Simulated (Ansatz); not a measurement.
Tunnelling through a barrier is set by its complex band structure: the current falls as exp(−2κd) with the smallest κ.

Data:

```
CELL_PARAMETERS angstrom
      5.41888     0.00000     0.00000
      2.70944     5.25518     0.00000
      2.70944    -0.46564     1.49338
ATOMIC_POSITIONS crystal
  Al 0.83404 0.49929 0.49929
  Al 0.66738 0.99929 0.99929
  N  0.45262 0.88071 0.88071
  N  0.28596 0.38071 0.38071
```

Space group of this cell: P6_3mc, wurtzite. The cell is taken as given; by r2SCAN its mean pressure is -4.4 GPa.

Transport runs along the normal of the first two printed cell vectors, the (111) plane of the conventional cell.

The gap is the functional's own, uncorrected, and κ follows it; spin-orbit coupling is left out. Mid-gap values are interpolated between the computed energies.

Q: Predict the band gap and the smallest decay constant κ at mid-gap from r2SCAN (Ansatz, an electronic-structure program).

A: Gap 4.69 eV on a 20×20×20 mesh; κ = 0.299 1/Å, at the zone centre.
